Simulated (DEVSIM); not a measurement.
System: Si n-i-p diode, at 300 K.

```tsv
layer (left to right)	material	thickness (μm)	Nd (cm⁻³)	Na (cm⁻³)	τn (s)	τp (s)
1	Si	0.910	4.5e16	-	0.00019	0.00019
2	Si	27.0	-	2.9e13	0.00019	0.00019
3	Si	0.680	-	3.7e18	0.00019	0.00019
```

Left contact: ohmic. Right contact: ohmic. Voltage is applied to the left contact. Recombination: SRH at mid-gap, Auger. Mobility is constant in doping.

This is a model device: material constants are rounded textbook-type values typed into the input, and sizes, dopings and lifetimes were drawn at random. Values at 300 K.

| parameter | Si |
|---|---|
| gap (eV) | 1.124 |
| affinity (eV) | 4.05 |
| permittivity | 11.7 |
| Nc (cm⁻³) | 2.86e19 |
| Nv (cm⁻³) | 3.1e19 |
| μn (cm²/Vs) | 1417 |
| μp (cm²/Vs) | 470 |
| Cn (cm⁶/s) | 2.8e-31 |
| Cp (cm⁶/s) | 9.9e-32 |

Model (solved in DEVSIM): 1D drift-diffusion, Boltzmann statistics, complete ionisation; no tunnelling, impact ionisation, image-force lowering or self-heating.

Problem. Tabulate band edges, carrier densities and field at zero bias.

Solution. Energies count from the Fermi level of the right contact; mesh points crowd at the junctions.

| x (μm) | Ec (eV) | Ev (eV) | n (cm⁻³) | p (cm⁻³) | field (V/cm) |
|---|---|---|---|---|---|
| 0.000 | 0.167 | -0.957 | 4.5e16 | 2600 | ≈ 0 |
| 0.04392 | 0.167 | -0.957 | 4.5e16 | 2600 | ≈ 0 |
| 0.1713 | 0.167 | -0.957 | 4.5e16 | 2600 | ≈ 0 |
| 0.4907 | 0.167 | -0.957 | 4.5e16 | 2600 | ≈ 0 |
| 0.8203 | 0.167 | -0.957 | 4.4e16 | 2600 | 150 |
| 0.8948 | 0.180 | -0.944 | 2.7e16 | 4300 | 6200 |
| 0.9268 | 0.210 | -0.914 | 8.5e15 | 14000 | 8600 |
| 1.056 | 0.273 | -0.851 | 7.5e14 | 150000 | 3200 |
| 1.376 | 0.348 | -0.776 | 4.1e13 | 2800000 | 2000 |
| 2.360 | 0.511 | -0.613 | 7.4e10 | 1.6e9 | 1400 |
| 5.137 | 0.740 | -0.384 | 1.1e7 | 1.1e13 | 290 |
| 17.34 | 0.765 | -0.359 | 4000000 | 2.9e13 | ≈ 0 |
| 24.41 | 0.766 | -0.358 | 3900000 | 3.0e13 | ≈ 0 |
| 26.71 | 0.780 | -0.344 | 2300000 | 5.2e13 | 220 |
| 27.64 | 0.838 | -0.286 | 240000 | 4.9e14 | 1700 |
| 27.83 | 0.898 | -0.226 | 23000 | 5.0e15 | 6200 |
| 27.90 | 0.987 | -0.137 | 740 | 1.6e17 | 36000 |
| 27.93 | 1.069 | -0.055 | < 1e2 | 3.7e18 | ≈ 0 |
| 28.07 | 1.069 | -0.055 | < 1e2 | 3.7e18 | ≈ 0 |
| 28.36 | 1.069 | -0.055 | < 1e2 | 3.7e18 | ≈ 0 |
| 28.52 | 1.069 | -0.055 | < 1e2 | 3.7e18 | ≈ 0 |
| 28.59 | 1.069 | -0.055 | < 1e2 | 3.7e18 | ≈ 0 |
